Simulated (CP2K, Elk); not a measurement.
A CP2K input for a self-consistent single point of BN (F-43m, 2 atoms in the cell) (DFT LDA (Pade form), GPW, DZVP-MOLOPT-PBE-GTH basis, GTH-PBE potentials (POTENTIAL_UZH)):

```
&GLOBAL
  PROJECT calc
  RUN_TYPE ENERGY_FORCE
  PRINT_LEVEL MEDIUM
&END GLOBAL
&FORCE_EVAL
  METHOD Quickstep
  STRESS_TENSOR ANALYTICAL
  &DFT
    BASIS_SET_FILE_NAME BASIS_MOLOPT_UZH
    POTENTIAL_FILE_NAME POTENTIAL_UZH
    &QS
      METHOD GPW
      EPS_DEFAULT 1E-11
    &END QS
    &MGRID
      CUTOFF 400
      REL_CUTOFF 50
      NGRIDS 5
    &END MGRID
    &SCF
      SCF_GUESS ATOMIC
      EPS_SCF 1E-6
      MAX_SCF 100
      ADDED_MOS 4
      &DIAGONALIZATION
        ALGORITHM STANDARD
      &END DIAGONALIZATION
      &MIXING
        METHOD BROYDEN_MIXING
        ALPHA 0.3
        NBUFFER 12
      &END MIXING
    &END SCF
    &KPOINTS
      SCHEME MONKHORST-PACK 13 13 13
    &END KPOINTS
    &XC
      &XC_FUNCTIONAL PADE
      &END XC_FUNCTIONAL
    &END XC
    &PRINT
      &MO
        EIGENVALUES T
        OCCUPATION_NUMBERS T
        NDIGITS 8
        FILENAME mo
        &EACH
          QS_SCF 0
        &END EACH
        ADD_LAST NUMERIC
      &END MO
      &MULLIKEN ON
      &END MULLIKEN
    &END PRINT
  &END DFT
  &SUBSYS
    &CELL
      A 2.53499600 0.00000000 0.00000000
      B 1.26749800 2.19537100 0.00000000
      C 1.26749800 0.73179000 2.06981600
      PERIODIC XYZ
    &END CELL
    &COORD
      B        0.00000000     0.00000000     0.00000000
      N        3.80249400     2.19537075     1.55236200
    &END COORD
    &KIND B
      BASIS_SET DZVP-MOLOPT-PBE-GTH-q3
      POTENTIAL GTH-PBE-q3
    &END KIND
    &KIND N
      BASIS_SET DZVP-MOLOPT-PBE-GTH-q5
      POTENTIAL GTH-PBE-q5
    &END KIND
  &END SUBSYS
  &PRINT
    &FORCES ON
    &END FORCES
    &STRESS_TENSOR ON
    &END STRESS_TENSOR
  &END PRINT
&END FORCE_EVAL
```

Q: Translate this input to Elk.

A: One input that does it (others would too):

```
tasks
  0

stype
  0

swidth
  0.0001

maxscl
  100

scale
  4.790448536

avec
    0.0000000000    0.7071067812    0.7071067812
    0.7071067812    0.0000000000    0.7071067812
    0.7071067812    0.7071067812    0.0000000000

atoms
  2
  'B.in'
  1
  0.0000000000  0.0000000000  0.0000000000    0.0 0.0 0.0
  'N.in'
  1
  0.7500000000  0.7500000000  0.7500000000    0.0 0.0 0.0

ngridk
  13 13 13
```

Basis, cutoffs, solver keys and any potentials are the target program's own. This input uses DFT, LDA (PW92), all-electron FP-LAPW, Elk's shipped species files, default APW+lo basis. LDA parametrisations can differ slightly between programs. Both were run: gap on the mesh 4.408 eV in CP2K and 4.479 in Elk.

On Elk: the starting cell comes from a database of computed structures (which also holds hypothetical and non-ambient phases and stackings), without a prior relaxation at this level. Its lattice was rescaled by a random factor within 2.5 % of one. Values depend on the basis (sphere radii, cutoffs, local orbitals), which need not be converged.

On CP2K: the starting cell comes from a database of computed structures (which also holds hypothetical and non-ambient phases and stackings), without a prior relaxation at this level. Its lattice was rescaled by a random factor within 2.5 % of one. Values carry the incompleteness of an atom-centred basis. The potentials were made for another functional than the one used. With a pressure of about 10 GPa the cell is away from its equilibrium volume at this level.
